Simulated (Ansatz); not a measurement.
# A constructed model of the (111) surface of fcc Rh, a layer of Ni in place of the second plane (bottom of the slab: a bare face, its two planes held)

Method: PBE (plane waves to 420 eV, PAW; Ansatz, a quantum-chemistry and plane-wave program).

Slab: 6 atoms, 10.8 Å thick at the start with caps and adatoms (thin: gaps and levels are the slab's own); k 16x16x1, smearing 0.1 eV, dipole-corrected; 2 atoms held, the rest relaxed; held to the start's symmetry, so lower structures may exist; spin-polarised, ending with about 1.4 μB a cell; orders that need a larger cell were not tried, no spin-orbit, no U. In PBE it is, or lies within 0.01 eV a 1x1 cell of, the lowest of the 2 structures of its composition computed so far; subsurface sites and larger cells were not tried.

```yaml
work_function_of_the_top_face: 5.17 eV
energy_released_by_relaxation: 0.027 eV
magnetic_moment_of_the_cell: 1.42 μB
cost: very roughly 2.9 core-minutes
```
